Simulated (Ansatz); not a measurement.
BN (model structure, started from the BeO type, P4₂/mnm, No. 136, 8 atoms in the cell), treated with r²SCAN (Ansatz, a first-principles code, PAW).

The input as run:

Ansatz 0.2 input:
```yaml
crystal:
  lattice:
    - [4.4026160732, 0.0, 0.0]
    - [0.0, 4.4026160732, 0.0]
    - [0.0, 0.0, 2.5388315214]
  atoms:
    - { symbol: B, position: [0.3258164011, 0.6741835989, 0.0] }
    - { symbol: B, position: [0.6741835989, 0.3258164011, 0.0] }
    - { symbol: B, position: [0.8258164011, 0.8258164011, 0.5] }
    - { symbol: B, position: [0.1741835989, 0.1741835989, 0.5] }
    - { symbol: N, position: [0.3122780656, 0.3122780656, 0.0] }
    - { symbol: N, position: [0.6877219344, 0.6877219344, 0.0] }
    - { symbol: N, position: [0.1877219344, 0.8122780656, 0.5] }
    - { symbol: N, position: [0.8122780656, 0.1877219344, 0.5] }
basis:
  ecutwfc: 560
  ecutrho_ratio: 4
  xc_grid: 3
kpoints:
  mp_grid: { grid: [8, 8, 14] }
  band_path:
    path:
      - [0.0, 0.0, 0.0]
      - [0.0, 0.083333, 0.0]
      - [0.0, 0.166667, 0.0]
      - [0.0, 0.25, 0.0]
      - [0.0, 0.333333, 0.0]
      - [0.0, 0.416667, 0.0]
      - [0.0, 0.5, 0.0]
      - [0.083333, 0.5, 0.0]
      - [0.166667, 0.5, 0.0]
      - [0.25, 0.5, 0.0]
      - [0.333333, 0.5, 0.0]
      - [0.416667, 0.5, 0.0]
      - [0.5, 0.5, 0.0]
      - [0.45, 0.45, 0.0]
      - [0.4, 0.4, 0.0]
      - [0.35, 0.35, 0.0]
      - [0.3, 0.3, 0.0]
      - [0.25, 0.25, 0.0]
      - [0.2, 0.2, 0.0]
      - [0.15, 0.15, 0.0]
      - [0.1, 0.1, 0.0]
      - [0.05, 0.05, 0.0]
      - [0.0, 0.0, 0.041667]
      - [0.0, 0.0, 0.083333]
      - [0.0, 0.0, 0.125]
      - [0.0, 0.0, 0.166667]
      - [0.0, 0.0, 0.208333]
      - [0.0, 0.0, 0.25]
      - [0.0, 0.0, 0.291667]
      - [0.0, 0.0, 0.333333]
      - [0.0, 0.0, 0.375]
      - [0.0, 0.0, 0.416667]
      - [0.0, 0.0, 0.458333]
      - [0.0, 0.0, 0.5]
      - [0.0, 0.083333, 0.5]
      - [0.0, 0.166667, 0.5]
      - [0.0, 0.25, 0.5]
      - [0.0, 0.333333, 0.5]
      - [0.0, 0.416667, 0.5]
      - [0.0, 0.5, 0.5]
      - [0.083333, 0.5, 0.5]
      - [0.166667, 0.5, 0.5]
      - [0.25, 0.5, 0.5]
      - [0.333333, 0.5, 0.5]
      - [0.416667, 0.5, 0.5]
      - [0.5, 0.5, 0.5]
      - [0.45, 0.45, 0.5]
      - [0.4, 0.4, 0.5]
      - [0.35, 0.35, 0.5]
      - [0.3, 0.3, 0.5]
      - [0.25, 0.25, 0.5]
      - [0.2, 0.2, 0.5]
      - [0.15, 0.15, 0.5]
      - [0.1, 0.1, 0.5]
      - [0.05, 0.05, 0.5]
      - [0.0, 0.5, 0.041667]
      - [0.0, 0.5, 0.083333]
      - [0.0, 0.5, 0.125]
      - [0.0, 0.5, 0.166667]
      - [0.0, 0.5, 0.208333]
      - [0.0, 0.5, 0.25]
      - [0.0, 0.5, 0.291667]
      - [0.0, 0.5, 0.333333]
      - [0.0, 0.5, 0.375]
      - [0.0, 0.5, 0.416667]
      - [0.0, 0.5, 0.458333]
      - [0.5, 0.5, 0.041667]
      - [0.5, 0.5, 0.083333]
      - [0.5, 0.5, 0.125]
      - [0.5, 0.5, 0.166667]
      - [0.5, 0.5, 0.208333]
      - [0.5, 0.5, 0.25]
      - [0.5, 0.5, 0.291667]
      - [0.5, 0.5, 0.333333]
      - [0.5, 0.5, 0.375]
      - [0.5, 0.5, 0.416667]
      - [0.5, 0.5, 0.458333]
    npoints: 1
hamiltonian:
  xc: r2scan
  dispersion: none
  pseudopotentials: { kind: paw }
scf:
  occupations: { method: fermi_dirac, width: 0.01 }
  convergence: { dr2_threshold: 0.0000000008 }
output:
  forces: true
  stress: true
  eigenvalues: true
  write_bands: true
```

The run printed, among other lines:

```
Crystal: 8 atoms, lattice volume = 49.210 Å³
Basis set: ecut = 560 eV, 1465 PW (Γ), exchange–correlation on 108×108×60 points (27 copies of the dense FFT grid, shifted against one another)
Bands: 24, of which v1, the nominal top of the filled ones, is band 16 counted from 1 (15 counted from 0)
Symmetry: 16 space group operations
Space group: P42/mnm (ITA 136), of the structure as read, at distance tolerance 3.7e-5 Å
k-points: 120 of 896
Functional: x = r2scan, c = r2scan; τ floored in thin density (d = 2e-4 eV/Å³)
SCF iter   1: F=—  HF=-2174.785850 eV  |F-HF|=—  |Δ(HF+E_count)|=         —  Δρ=1.16e-2  dr2=3.69e-2  dr2_τ=1.30e0
SCF iter   2: F=—  HF=-2175.152952 eV  |F-HF|=—  |Δ(HF+E_count)|=   3.67e-1  Δρ=6.84e-3  dr2=8.43e-3  dr2_τ=5.20e-4
  ...
SCF iter   6: F=—  HF=-2175.154082 eV  |F-HF|=—  |Δ(HF+E_count)|=   3.65e-8  Δρ=2.08e-6  dr2=1.32e-9  dr2_τ=1.23e-10
SCF iter   7: F=-2175.154082 eV  HF=-2175.154082 eV  |F-HF|=1.46e-11  |Δ(HF+E_count)|=  4.44e-10  Δρ=4.81e-7  dr2=5.25e-11  dr2_τ=3.47e-12
SCF 1 converged in 7 iterations: F = -2175.154082 eV  dr2 = 5.25e-11
SCF converged after 7 iterations
Free energy (F): -2175.154082 eV
Internal energy: -2175.154082 eV  (E = F + TS)
E sigma→0 (E₀):  -2175.154082 eV
Fermi energy:    13.112330 eV
--- Stress (GPa, compression-positive) ---
       -0.000022       0.000000       0.000000
        0.000000      -0.000022       0.000000
        0.000000       0.000000      -0.000414
  P = ⅓ Tr σ = -0.0002 GPa (-0.002 kbar)
```

The PAW data were made under PBE.

Note: the relaxation could raise the start's symmetry but not lower it, so the cell can be a saddle point.

Cost on a shared machine: about 28 core-seconds (a rough figure).

A model structure was made by putting elements into a prototype or built by hand; it is no filed structure, need not be a known phase, and can be a saddle point held by its symmetry.
